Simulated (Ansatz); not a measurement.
BP (F-43m), HSE06, rigid bands (Ansatz, a quantum-chemistry and plane-wave program): N_v = 3.48e19 cm⁻³ at 300 K and a hole conductivity mass of 0.369 mₑ.

**Question.** For 1e16 holes per cm³ at 300 K, place the Fermi level, estimate the Seebeck coefficient of a parabolic band with constant τ, and give mobility and conductivity for τ = 5 fs.

**Answer.** The level lies k_BT ln(N_v/p) = 0.211 eV above the valence-band maximum. S ≈ +(k_B/e)[ln(N_v/p) + 5/2] = 918 μV/K, against 913 μV/K from the full bands (mean over directions). μ = eτ/m = 23.8 cm²/(V·s) and σ = peμ = 0.0382 S/cm. τ is assumed, not computed.

Band transport and this doping are assumed; polarons and phonon drag are left out. Spin-orbit coupling is left out; where it splits the top of the valence band, N_v and the p-type Seebeck coefficient come out somewhat high without it. Geometry: cell and atoms relaxed with PBEsol.
